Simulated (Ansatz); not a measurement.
## How far to go with the k-point mesh at a smearing width of 0.02 eV: TiAl (P4mm, 2 atoms in the cell)

```yaml
crystal:
  lattice:
    - [3.16316, 0.00000, 0.00000]
    - [0.00000, 3.16316, 0.00000]
    - [0.00000, 0.00000, 3.16316]
  atoms:
    - { symbol: Ti, position: [0.00000, 0.00000, 0.01581] }
    - { symbol: Al, position: [0.50000, 0.50000, 0.50000] }
```

Computed with PBEsol, default PAW files made with PBE (plane waves; Ansatz, a quantum-chemistry and plane-wave program).

Base settings: basis.ecutwfc = 420 eV; kpoints.mp_grid.grid = 10 10 10; hamiltonian.xc = pbesol; hamiltonian.pseudopotentials = {kind: paw} (the program's default PAW files); scf.occupations.method = gaussian; scf.occupations.width = 0.1 eV.

In this ladder: scf.occupations.width = 0.02 eV.

Only quantities that move along the ladder and can be compared are tabulated.

The count of work is k-points × plane waves × bands × iterations; it is no time. 

The starting cell comes from a database of computed structures (which also holds hypothetical and non-ambient phases and stackings), without a prior relaxation at this level. Its lattice was rescaled by up to half a per cent. One atom was moved a little off its site on purpose. Spin polarisation is off. Ansatz's pressure includes its estimate of the finite-basis (Pulay) stress.

| kpoints.mp_grid.grid | free energy less the last step's (meV/atom) | pressure (GPa) | largest difference of a force vector from the last step's (eV/Å) | count of work / last |
|---|---|---|---|---|
| 4 4 4 | -2.50 | 0.53 | 0.011 | 0.015 |
| 5 5 5 | -1.09 | -0.67 | 0.005 | 0.015 |
| 7 7 7 | -6.94 | -0.83 | 0.000 | 0.034 |
| 8 8 8 | 3.74 | -0.79 | 0.002 | 0.063 |
| 9 9 9 | 0.65 | -0.59 | 0.002 | 0.063 |
| 11 11 11 | 1.43 | -0.88 | 0.000 | 0.11 |
| 14 14 14 | -0.40 | -0.73 | 0.000 | 0.24 |
| 17 17 17 | -0.01 | -0.74 | 0.000 | 0.34 |
| 20 20 20 | 0.52 | -0.72 | 0.000 | 0.61 |
| 25 25 25 | 0.00 | -0.70 | 0.000 | 1.0 |

Coarsest kpoints.mp_grid.grid that holds the forces within 0.01 eV/Å of the last step, with all finer ones: 5 5 5, at 0.015 of the last step's count of work; the step before is off by 0.011 eV/Å.

Coarsest kpoints.mp_grid.grid that holds the pressure within 0.2 GPa of the last step, with all finer ones: 5 5 5, at 0.015 of the last step's count of work; the step before is off by 1.2 GPa.

Coarsest kpoints.mp_grid.grid that holds the free energy within 5 meV/atom of the last step, with all finer ones: 8 8 8, at 0.063 of the last step's count of work; the step before is off by 6.9 meV/atom.

Keys are those of Ansatz 0.2.
